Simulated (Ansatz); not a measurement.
**Si3P4 (space group I-43d, No. 220; a hypothetical phase, not in the database extracts checked)**

```
CELL_PARAMETERS angstrom
     -4.04131     4.04131     4.04131
      4.04131    -4.04131     4.04131
      4.04131     4.04131    -4.04131
ATOMIC_POSITIONS crystal
  Si 0.25000 0.62500 0.37500
  Si 0.75000 0.87500 0.12500
  Si 0.37500 0.25000 0.62500
  Si 0.12500 0.75000 0.87500
  Si 0.62500 0.37500 0.25000
  Si 0.87500 0.12500 0.75000
  P  0.01018 0.01018 0.01018
  P  0.50000 0.00000 0.48982
  P  0.00000 0.48982 0.50000
  P  0.48982 0.50000 0.00000
  P  0.51018 0.51018 0.51018
  P  0.50000 0.00000 0.98982
  P  0.98982 0.50000 0.00000
  P  0.00000 0.98982 0.50000
```

Level of theory: plane-wave PAW DFT at the PBE level (Ansatz, a program for electronic structure, 420 eV), no spin-orbit coupling. Settings: 7×7×7 k-points, 0.05 eV Fermi–Dirac smearing.

| Quantity | Result |
|---|---|
| Volume per atom | 18.86 Å³ |
| Density | 2.62 g/cm³ |
| Band gap | zero |
| Total energy | -704.266 eV/atom (σ→0; compares only within this code and set-up) |

Stability against distortions was not tested. The final runs are not spin-polarised. A zero or small gap of Si3P4 can be the functional's error rather than a property of the material.
